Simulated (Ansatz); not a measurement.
# Hypothetical zinc blende BiB: pressure series

Take BiB in the zinc blende structure (space group F-43m, No. 216; a = 5.524 Å; a hypothetical phase, not in the database extracts checked) as the base.

Cell and atoms are relaxed at each pressure.

The values are results of PBE/PAW in Ansatz (a first-principles code), no spin-orbit coupling, earlier PAW set, not measurements.

Candidates:
(a) pressure 1.8 GPa
(b) pressure 4.2 GPa
(c) pressure 30 GPa
(d) pressure 18 GPa

For the base:

- Band gap: 0.14 eV

Problem. Order them by band gap, lowest first.

Solution. (a) pressure 1.8 GPa (0.31 eV), (b) pressure 4.2 GPa (0.52 eV), (c) pressure 30 GPa (0.58 eV), (d) pressure 18 GPa (0.62 eV)

Spin-orbit coupling, missing from the scalar runs, can matter with Bi. Load acts through the strain it causes; cell and atoms are relaxed under it. Stability against distortions was not tested. Competing high-pressure phases were not computed. A zero or small gap of BiB can be the functional's error rather than a property of the material.
